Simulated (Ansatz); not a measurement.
# Several settings converged on AlTc2 (I4mm, 3 atoms in the cell)

```xyz
3
Lattice="-1.4831 1.4831 4.7068 1.4831 -1.4831 4.7068 1.4831 1.4831 -4.7068" Properties=species:S:1:pos:R:3 pbc="T T T"
Al     0.0000     0.0000     0.0500
Tc     0.0000     0.0000     6.3062
Tc     0.0000     0.0000     3.1073
```

Base method: PBEsol, default PAW files made with PBE (plane waves; Ansatz, a quantum-chemistry and plane-wave program).

Base settings: basis.ecutwfc = 500 eV; kpoints.mp_grid.grid = 13 13 13; hamiltonian.xc = pbesol; hamiltonian.pseudopotentials = {kind: paw} (the program's default PAW files); scf.occupations.method = fermi_dirac; scf.occupations.width = 0.1 eV.

The count of work is k-points × plane waves × bands × iterations; it is no time. Core times come from one kind of shared machine, to one figure; runs under 30 s give none.

**Shifted k-point meshes**

In this ladder: kpoints.mp_grid.shift = 0.5 0.5 0.5.

Only quantities that move along the ladder and can be compared are tabulated.

```tsv
kpoints.mp_grid.grid	free energy less the last step's (meV/atom)	pressure (GPa)	largest difference of a force vector from the last step's (eV/Å)	count of work / last
3 3 3	69.75	1.28	1.307	0.0035
5 5 5	15.62	0.07	0.229	0.0091
7 7 7	0.91	-0.29	0.020	0.020
9 9 9	-1.45	-0.34	0.000	0.038
11 11 11	-0.06	-0.31	0.054	0.064
13 13 13	0.27	-0.29	0.006	0.099
16 16 16	0.17	-0.29	0.009	0.17
30 30 30	0.00	-0.30	0.000	1.0
```

Coarsest kpoints.mp_grid.grid that holds the pressure within 0.5 GPa of the last step, with all finer ones: 5 5 5, at 0.0091 of the last step's count of work; the step before is off by 1.6 GPa.

Coarsest kpoints.mp_grid.grid that holds the forces within 0.01 eV/Å: not settled: the last two steps still differ by 0.009 eV/Å, over half the tolerance, so the ladder does not show it.

Coarsest kpoints.mp_grid.grid that holds the free energy within 2 meV/atom of the last step, with all finer ones: 7 7 7, at 0.020 of the last step's count of work; the step before is off by 16 meV/atom.

**The k-point mesh at a smearing width of 0.3 eV**

In this ladder: scf.occupations.width = 0.3 eV.

Only quantities that move along the ladder and can be compared are tabulated.

```tsv
kpoints.mp_grid.grid	free energy less the last step's (meV/atom)	pressure (GPa)	largest difference of a force vector from the last step's (eV/Å)	count of work / last	core time / last (rough)
5 5 5	9.17	1.14	0.094	0.0090	–
7 7 7	0.00	0.86	0.009	0.020	–
8 8 8	0.72	0.91	0.026	0.030	–
10 10 10	0.05	0.88	0.003	0.051	–
12 12 12	-0.07	0.87	0.001	0.082	–
17 17 17	0.00	0.88	0.000	0.20	0.2
25 25 25	0.00	0.88	0.000	0.59	0.6
30 30 30	0.00	0.88	0.000	1.0	1
```

Coarsest kpoints.mp_grid.grid that holds the pressure within 0.1 GPa of the last step, with all finer ones: 7 7 7, at 0.020 of the last step's count of work; the step before is off by 0.26 GPa.

Coarsest kpoints.mp_grid.grid that holds the free energy within 5 meV/atom of the last step, with all finer ones: 7 7 7, at 0.020 of the last step's count of work; the step before is off by 9.2 meV/atom.

Coarsest kpoints.mp_grid.grid that holds the forces within 0.005 eV/Å of the last step, with all finer ones: 10 10 10, at 0.051 of the last step's count of work; the step before is off by 0.026 eV/Å.

**The width of Methfessel-Paxton smearing**

In this ladder: kpoints.mp_grid.grid = 21 21 21; scf.occupations.method = methfessel_paxton.

Narrow widths need finer meshes than wide ones, so the last steps can hold mesh noise.

Only quantities that move along the ladder and can be compared are tabulated; pressure and forces are left out, as mesh noise rules them at narrow widths.

```tsv
scf.occupations.width	free energy less the last step's (meV/atom)	core time / last (rough)
0.5 eV	-2.26	0.5
0.3 eV	-0.76	0.9
0.2 eV	-0.24	0.5
0.1 eV	0.00	1
```

Widest scf.occupations.width that holds the free energy within 1 meV/atom of the last step, with all finer ones: 0.3 eV; the step before is off by 2.3 meV/atom.

On the base run: the starting cell comes from a database of computed structures (which also holds hypothetical and non-ambient phases and stackings), without a prior relaxation at this level. Its lattice was rescaled by up to half a per cent. One atom was moved a little off its site on purpose. Spin polarisation is off. Ansatz's pressure includes its estimate of the finite-basis (Pulay) stress.

Left out of this page: 2 runs of the series outside the window shown, repeating another row's setting, or not comparable; 1 run of the series unsound by tests on forces, stress, charge or solver warnings.

Keys are those of Ansatz 0.2.
